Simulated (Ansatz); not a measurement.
The parent structure is MoS$_{2}$ in the 2H-MoS2 type structure (space group P6_3/mmc, No. 194; a = 3.1732 Å, c = 12.4370 Å; layered, stacked along the Cartesian z axis).

Level of theory: Ansatz (a program for electronic structure) r2SCAN+rVV10, no SOC, earlier PAW set.

One change was made to it. Results:

| quantity | base | after |
|---|---|---|
| width of the top valence band | 1.68 eV | 1.74 eV |
| lattice parameter a | 3.173 Å | 3.166 Å |

### Question
What was done to the base?
A. pressure 0.9 GPa
B. pressure 9 GPa
C. pressure 15 GPa

### Answer
A, pressure 0.9 GPa. For comparison, the lattice parameter a in the other runs: pressure 15 GPa gives 3.071 Å; pressure 9 GPa gives 3.107 Å.

The levels and masses belong to the bands next to the band gap. Load acts through the strain it causes; cell and atoms are relaxed under it. No phonon test of stability was made. No other phases were tried under pressure.
